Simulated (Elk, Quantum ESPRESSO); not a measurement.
An Elk input for a self-consistent single point of LaOs₂ (Fd-3m, 6 atoms in the cell) (DFT, LDA (PW92), all-electron FP-LAPW, Elk's shipped species files, default APW+lo basis):

```
tasks
  0

xctype
  3

rgkmax
  7.0

rmtscf
  0.85

stype
  3

swidth
  0.00499791

avec
    0.0000000000    7.1716674902    7.1716674902
    7.1716674902    0.0000000000    7.1716674902
    7.1716674902    7.1716674902    0.0000000000

atoms
  2   : nspecies
  'La.in'   : spfname
  2   : natoms; atposl, bfcmt below
  0.7500000000  0.7500000000  0.7500000000    0.0 0.0 0.0
  0.5000000000  0.5000000000  0.5000000000    0.0 0.0 0.0
  'Os.in'   : spfname
  4   : natoms; atposl, bfcmt below
  0.1250000000  0.6250000000  0.1250000000    0.0 0.0 0.0
  0.1250000000  0.1250000000  0.1250000000    0.0 0.0 0.0
  0.6250000000  0.1250000000  0.1250000000    0.0 0.0 0.0
  0.1250000000  0.1250000000  0.6250000000    0.0 0.0 0.0

ngridk
  7 7 7
```

**Question.** Translate this input to Quantum ESPRESSO.

**Answer.** This is the input that was run; spellings and numerical settings could be chosen otherwise.

```fortran
&CONTROL
   calculation = 'scf'
   prefix = 'pwscf'
   outdir = './tmp/'
   pseudo_dir = './'
   verbosity = 'high'
   tprnfor = .true.
   tstress = .true.
/
&SYSTEM
   ibrav = 0
   nat = 6
   ntyp = 2
   ecutwfc = 40
   ecutrho = 320
   occupations = 'smearing'
   smearing = 'fermi-dirac'
   degauss = 0.0099958
/
&ELECTRONS
   conv_thr = 1.0e-11
/
ATOMIC_SPECIES
La   138.9055  la_lda_v1.uspp.F.UPF
Os   190.2300  os_lda_v1.2.uspp.F.UPF
ATOMIC_POSITIONS {angstrom}
La    5.6926245000    5.6926245000    5.6926245000
La    3.7950830000    3.7950830000    3.7950830000
Os    2.8463122500    0.9487707500    2.8463122500
Os    0.9487707500    0.9487707500    0.9487707500
Os    0.9487707500    2.8463122500    2.8463122500
Os    2.8463122500    2.8463122500    0.9487707500
K_POINTS {automatic}
7 7 7  0 0 0
CELL_PARAMETERS {angstrom}
   0.0000000000     3.7950830000     3.7950830000
   3.7950830000     0.0000000000     3.7950830000
   3.7950830000     3.7950830000     0.0000000000
```

Basis, cutoffs, solver keys and any potentials are the target program's own. This input uses DFT, LDA (PZ), plane waves, GBRV 1.5 ultrasoft (LDA) pseudopotentials. LDA parametrisations can differ slightly between programs.

The starting cell comes from a database of computed structures (which also holds hypothetical and non-ambient phases and stackings), without a prior relaxation at this level. Its lattice was rescaled by a random factor within 2.5 % of one.
